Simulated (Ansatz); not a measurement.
```yaml
crystal:
  lattice:
    - [3.00775, 0.00001, 0.02312]
    - [1.50389, 2.60480, -0.00002]
    - [-1.68913, -0.76143, 24.40958]
  atoms:
    - { symbol: Mg, position: [0.73502, 0.11168, 0.08747] }
    - { symbol: Mg, position: [0.10088, 0.48038, 0.18844] }
    - { symbol: Mg, position: [0.46691, 0.84820, 0.28913] }
    - { symbol: Mg, position: [0.83384, 0.21437, 0.38982] }
    - { symbol: Mg, position: [0.20200, 0.57922, 0.49080] }
    - { symbol: O, position: [0.05353, 0.42927, 0.04187] }
    - { symbol: O, position: [0.41775, 0.79630, 0.13809] }
    - { symbol: O, position: [0.78390, 0.16413, 0.23881] }
    - { symbol: O, position: [0.15036, 0.53134, 0.33947] }
    - { symbol: O, position: [0.51754, 0.89752, 0.44020] }
    - { symbol: O, position: [0.88382, 0.26112, 0.53644] }
    - { symbol: W, position: [0.91174, 0.28576, 0.61530] }
    - { symbol: W, position: [0.95022, 0.32447, 0.73146] }
    - { symbol: C, position: [0.59760, 0.97171, 0.67331] }
    - { symbol: W, position: [0.98831, 0.36308, 0.84679] }
    - { symbol: C, position: [0.63581, 0.01066, 0.78912] }
    - { symbol: W, position: [0.02655, 0.40210, 0.96297] }
    - { symbol: C, position: [0.67415, 0.04924, 0.90492] }
```

The first 11 atoms are the substrate (MgO-rs), the rest the film (WC).

Computed with PBE (plane waves to 420 eV, PAW; Ansatz, a quantum-chemistry and plane-wave program). Spin–orbit coupling is left out; the runs are not spin-polarised. Its k-point mesh 12×12×1, Fermi–Dirac width 0.05 eV.

Problem. Describe the bonding at the interfaces and give the barriers.

Solution. A periodic stack without vacuum, hexagonal WC (0 0 1) on rock-salt MgO (1 1 1) (film strained to the substrate, started from cuts of the bulks and a machine-learned relaxation; slabs Mg5O6 and W4C3, which can lie off the formulas): substrate slab Mg5O6, film W4C3, surface cells [[0, -1], [1, -1]] and [[-1, -1], [0, -1]], film strained by +2.9 and +2.9 %, outermost planes O/O and W/W as cut, which need not be the usual terminations and can put a slab off its formula.
```
Item                                                                                      Result
-------------------------------------------------------------------------------  ---------------
interface area                                                                            7.8 Å²
period                                                                                   24.42 Å
heights between the nearest atoms of the two slabs at the two interfaces         1.93 and 1.93 Å
Mg–W contacts across the interfaces within 1.22 times the sum of covalent radii   6, mean 3.50 Å
O–W contacts across the interfaces within 1.22 times the sum of covalent radii    2, mean 1.93 Å
hole barrier (PBE)                                                                       2.06 eV
electron barrier (PBE)                                                                   2.40 eV
```
